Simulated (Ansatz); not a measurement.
# SnTe: energy against volume

SnTe (rock salt, Fm-3m, 32.304 Å³/atom and stress up to 0.01 GPa in the relaxed cell, cube axes along x, y and z) under an equal strain ε along all three axes. r2SCAN in Ansatz, a plane-wave DFT program (PAW, default set), 500 eV, 13×13×13 Γ-centred mesh, Fermi-Dirac smearing 0.05 eV; ions are relaxed, or left where forces stay under 0.02 eV/Å, within the symmetry of each cell.

Here V stands for volume and E for E less E0.

```
volume (Å³/atom)  E less E0 (meV/atom)  pressure (GPa)
----------------  --------------------  --------------
30.4044                          17.13            3.04
30.8721                           9.48            2.20
31.3447                           4.15            1.42
31.8220                           1.02            0.68
32.3041                           0.00            0.00
32.7911                           0.97           -0.64
33.2830                           3.85           -1.23
33.7797                           8.53           -1.78
34.2814                          14.93           -2.30
35.2996                              ?               ?
```

The 9 complete rows are fitted with the third-order Birch-Murnaghan form, a cubic in V^(-2/3), E against V. With u = V^(-2/3) - 0.0986, the rows have u = 0.0040540, 0.0030145, 0.0019906, 0.0009822, -0.0000111, -0.0009896, -0.0019537, -0.0029035, -0.0038394. Least squares gives E = -0.001 + 31.5·u + 1027696·u² + 1709304·u³. Residuals (row less fit): -0.001, 0.000, 0.003, -0.003, 0.001, -0.003, 0.003, 0.001, -0.001; standard error 0.003 (degrees of freedom: 5). Its minimum lies at u = -0.0000153, so V0 = (0.0985847)^(-3/2) = 32.31. There d²E/du² = 2055000 and d³E/du³ = 1.026e7, so B0 = (4/9) × 32.31^(-7/3) × 2055000 × 0.160218 = 44.0 GPa (the last factor turns the table's units into GPa), and B0' = 4 + (2/3) × 0.0985847 × (1.026e7)/2055000 = 4.3. B0' rests on the cubic coefficient alone and has a standard error of 0.1 from these residuals.

Question: Predict the withheld E at V = 35.2996 from the fit, and compare with the calculation.

Answer: u = -0.0056705, so E = -0.001 + 31.5 × (-0.0056705) + 1027696 × (-0.0056705)² + 1709304 × (-0.0056705)³ = 32.554 meV/atom. The calculation gives 32.53 meV/atom, 0.024 meV/atom below the prediction (0.1 % of the range of E in the table). The row lies outside the fitted rows, so this is an extrapolation. The scatter of the fitted rows lies at the last printed digit.

This level leaves no gap over 0.05 eV at strain -1.50, -1.00 %. Spin-orbit coupling is left out, which can shift these values for the heavy elements here. Other structures, which can take over under pressure, weren't tried. The same form fitted to the pressure column gives B0' = 4.3; series where the two differ by over 0.4 aren't shown. SnTe stands in this structure, which distorts at low temperature. Rows are the converged runs of the series near zero and its far end, less any whose ions stayed unrelaxed beside relaxed ones; series whose fitted rows scatter by over a few per cent of the range, as at a crossing or softening among them, aren't shown in this form.
